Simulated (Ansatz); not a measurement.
```xyz
9
Lattice="5.7927 0.0000 0.0000 -2.8963 5.0166 0.0000 0.0000 0.0000 3.7091" Properties=species:S:1:pos:R:3 pbc="T T T"
Ni     2.1716     3.7614     0.0000
Ni    -0.7247     1.2552     0.0000
Ni     1.4494     0.0000     0.0000
Mo    -1.6950     2.9358     1.8546
Mo     3.3900     0.0000     1.8546
Mo     1.2013     2.0808     1.8546
P      0.0000     0.0000     1.8546
P      2.8963     1.6722     0.0000
P      0.0000     3.3444     0.0000
```

Level of theory: PBEsol, DFPT electron-phonon coupling, linearised Boltzmann equation (plane waves, PAW, scalar-relativistic; Ansatz, a quantum-chemistry and plane-wave program). Cell: relaxed with this functional, without spin-orbit coupling.

Task: Predict the intrinsic resistivity at 300 K.

Result: 76 (x), 76 (y), 80 (z) μΩ·cm.

Task: And the electrons' mean free path at that temperature?

Result: 2.6 (x), 2.6 (y), 3.3 (z) nm, weighted by the current that each state carries. Wires not much wider than this gain resistivity from their walls.

A metal at this level (no band gap). Only scattering by harmonic phonons is included (no impurities, grain boundaries, electron-electron scattering or thermal expansion). Spin-orbit coupling is left out. Values near or above 100 μΩ·cm, or paths under about 2 nm, lie near resistivity saturation, where the Boltzmann equation overshoots. Halving the electron mesh (16x16x24) moves the resistivity by up to 8 % at 300 K, the mean free path by up to 7 %. Smearing 0.20 eV; phonons on a 3x3x4 q mesh, which this run doesn't test.

Formula and space group known from diffraction (Crystallography Open Database), not checked to be the room-temperature form: MoNiP (P-62m). Treated as nonmagnetic (a ferromagnetic start lost its moment, other orders weren't tried): MoNiP (P-62m).
